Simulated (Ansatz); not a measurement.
System: MoN3 (model structure, started from the ReO3 type, Pm-3m, No. 221, 4 atoms in the cell). Method: LDA (Ansatz, a first-principles code, plane waves, PAW).

Run with plane-wave cutoff 520 eV, 14×14×14 k mesh, Fermi–Dirac smearing 0.05 eV, no spin polarisation, scalar-relativistic PAW data made under PBE.

Cell (relaxed at this level):

```
MoN3
1.0
    3.88855     0.00000     0.00000
    0.00000     3.88855     0.00000
    0.00000     0.00000     3.88855
Mo N
1 3
Direct
  0.00000   0.00000   0.00000
  0.00000   0.50000   0.00000
  0.50000   0.00000   0.00000
  0.00000   0.00000   0.50000
```

Question: Predict the bulk modulus.

Answer: 
bulk modulus: 197 GPa

Note: the run has no spin polarisation, so it can have missed a magnetic state; the bulk modulus is −V dP/dV from two relaxed cells at ±2 % in volume; the relaxation could raise the start's symmetry but not lower it, so the cell can be a saddle point.

Computed values are for the static lattice.

Computing time: around 50 core-seconds (rough).

A model structure was made by putting elements into a prototype or built by hand; it is no filed structure, need not be a known phase, and can be a saddle point held by its symmetry.
